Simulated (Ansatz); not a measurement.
# PbIF, thickness series

Take PbIF (space group P4/nmm, No. 129) as the base.

```yaml
crystal:
  lattice:
    - [4.21039, 0.00000, 0.00000]
    - [0.00000, 4.21039, 0.00000]
    - [0.00000, 0.00000, 8.90088]
  atoms:
    - { symbol: Pb, position: [0.00000, 0.50000, 0.83922] }
    - { symbol: Pb, position: [0.50000, 0.00000, 0.16078] }
    - { symbol: I, position: [0.50000, 0.00000, 0.66535] }
    - { symbol: I, position: [0.00000, 0.50000, 0.33465] }
    - { symbol: F, position: [0.00000, 0.00000, 0.00000] }
    - { symbol: F, position: [0.50000, 0.50000, 0.00000] }
```

Free-standing slabs (6 atom(s) a layer) normal to the stacking axis with 15 Å of vacuum; in-plane cell relaxed.

Level of theory: r2SCAN+rVV10 (Ansatz, a quantum-chemistry and plane-wave program), without spin-orbit coupling.

Base values:

The band gap is 2.14 eV.

Q: The aim is a band gap between 2.61 eV and 2.81 eV. Which of these changes reaches it?
A) 1 layer
B) 3 layers
C) 2 layers

A: A, 1 layer. It gives 2.73 eV; 3 layers gives 2.30 eV; 2 layers gives 2.42 eV. Changes not listed may reach it too

With I and Pb present, leaving out spin-orbit coupling can change the band edges. No phonon test of stability was made.
